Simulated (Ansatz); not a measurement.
Consider Nb-vacancy pair (Nb on one host Ti site, one O site vacant) in rutile TiO2, charge state +3. Method: PBE, PAW (plane waves to 420 eV; Ansatz, an electronic-structure program).

Settings: 72 host sites, the relaxed PBE lattice, one k-point at (0.250, 0.250, 0.250), smearing 0.01 eV, spin-restricted, no image-charge correction. Energies are static. The charge state is imposed; whether it is stable for some Fermi level was not computed. Forms of the defect that were not tried may lie lower. The start lies 0.53 eV above the lowest site run (PBE).

Barriers: single points on a 2×2×2 k-point mesh shifted by half a step at the bands' geometries.

The step: a nearby O atom hops onto the vacant site (Nb-vacancy distance between ideal sites 1.96 → 3.58 Å). Atoms about the jump, Cartesian Å from the middle of the jump, before and after:

```tsv
atom	x0	y0	z0	x1	y1	z1
O1	0.24	1.12	0.70	-0.24	-1.12	-0.70
Ti2	-1.32	-0.08	0.91	-1.41	-0.46	0.70
Ti3	1.09	2.09	-0.73	1.37	2.24	-0.93
Nb4	-1.38	-0.06	-2.43	-1.12	-0.29	-2.28
O5	0.22	1.10	-2.21	0.29	1.19	-2.20
O6	-2.01	0.58	-0.73	-2.02	0.68	-0.71
O7	2.61	0.66	-0.77	2.51	0.66	-0.75
O8	-0.27	-1.14	2.11	-0.25	-1.11	2.16
O9	2.01	-1.65	0.67	2.07	-1.71	0.72
O10	-0.23	3.48	-0.77	-0.23	3.40	-0.73
O11	-2.07	0.67	2.31	-2.02	0.67	2.15
Ti12	1.36	-2.80	-0.76	1.22	-2.61	-0.82
O13	2.08	2.94	0.71	2.02	2.91	0.72
O14	-2.52	-1.65	0.70	-2.66	-1.73	0.70
O15	2.01	-1.66	-2.20	2.06	-1.68	-2.24
O16	2.59	0.64	2.19	2.50	0.65	2.18
Ti17	1.26	2.08	2.17	1.36	2.23	2.36
```

Problem. Predict the transition state.

Solution. 
```json
[
 {"atom": "O1", "x": "0.04", "y": "0.22", "z": "-0.26"},
 {"atom": "Ti2", "x": "-1.39", "y": "-0.24", "z": "0.80"},
 {"atom": "Ti3", "x": "1.23", "y": "1.85", "z": "-0.82"},
 {"atom": "Nb4", "x": "-1.25", "y": "-0.04", "z": "-2.29"},
 {"atom": "O5", "x": "0.20", "y": "1.25", "z": "-2.47"},
 {"atom": "O6", "x": "-2.35", "y": "0.54", "z": "-0.81"},
 {"atom": "O7", "x": "2.61", "y": "0.63", "z": "-0.81"},
 {"atom": "O8", "x": "-0.28", "y": "-1.12", "z": "2.17"},
 {"atom": "O9", "x": "2.05", "y": "-1.69", "z": "0.70"},
 {"atom": "O10", "x": "-0.30", "y": "3.40", "z": "-0.77"},
 {"atom": "O11", "x": "-2.00", "y": "0.74", "z": "2.21"},
 {"atom": "Ti12", "x": "1.36", "y": "-2.75", "z": "-0.76"},
 {"atom": "O13", "x": "1.90", "y": "2.79", "z": "0.65"},
 {"atom": "O14", "x": "-2.52", "y": "-1.73", "z": "0.67"},
 {"atom": "O15", "x": "2.02", "y": "-1.67", "z": "-2.23"},
 {"atom": "O16", "x": "2.53", "y": "0.63", "z": "2.16"},
 {"atom": "Ti17", "x": "1.33", "y": "2.19", "z": "2.33"}
]
```
It lies 0.84 eV above the start and 1.19 eV above the end. The saddle point's order was not checked.
